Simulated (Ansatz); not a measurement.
Consider AlN in the zinc blende structure (space group F-43m, No. 216).

```
AlN
1.0
    0.00000     2.18491     2.18491
    2.18491     0.00000     2.18491
    2.18491     2.18491     0.00000
N Al
1 1
Cartesian
  3.27737   3.27737   3.27737
  0.00000   0.00000   0.00000
```

Cartesian axes are those of the cell as printed.

Level of theory: r2SCAN/PAW in Ansatz (a first-principles code), no SOC.

Free-standing slabs (2 atom(s) a layer) normal to [110] with 15 Å of vacuum; in-plane cell held at bulk.

One change was made to it. Results:

```tsv
quantity	base	after
smallest direct gap	4.84 eV	3.24 eV
band gap	3.94 eV	3.01 eV
```

Task: What was done to the base?
A) 4 layers
B) 7 layers
C) 1 layer

Result: A, 4 layers. For comparison, the band gap in the other runs: 7 layers gives 3.11 eV; 1 layer gives 1.63 eV.

Whether these cells are dynamically stable was not tested. This is not the structure that AlN has at room temperature and ambient pressure.
